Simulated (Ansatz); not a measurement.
MgS (model structure, started from the alpha GeTe type, Fm-3m, No. 225, 2 atoms in the cell) was calculated with HSE06 (PAW; Ansatz, a program for electronic structure).

Run with plane-wave cutoff 500 eV, 8×8×8 k mesh, Fermi–Dirac smearing 0.05 eV, scalar-relativistic PAW data made under PBE.

Cell (relaxed with r²SCAN):

MgS is taken in the cubic space group Fm-3m (No. 225), the rock salt structure, Pearson symbol cF8. Lattice parameters: a = b = c = 5.2031 Å, α = β = γ = 90.00°. Mg on 4b has 6 S at 2.602 Å (octahedral). S on 4a sees 6 Mg at 2.602 Å (octahedral). (Neighbours: up to the widest gap in distance over summed covalent radii, below 1.35, at either atom; cation-cation and far metal-metal contacts left out.)
(The calculation used a cell of 2 atoms; values per cell refer to that cell.)

**Question.** Estimate the band gap that the calculation returns.

**Answer.** 
- band gap: 3.80 eV (on the SCF k mesh)

Note: exact exchange on metals is sensitive to the k mesh and can open a false gap; cell and atoms aren't relaxed at this level (pressure -0.4 GPa).

Static lattice: no zero-point or thermal effects.

The result took very roughly 2.7 core-minutes.

A model structure was made by putting elements into a prototype or built by hand; here it ended with the formula and space group of a phase in our tables.
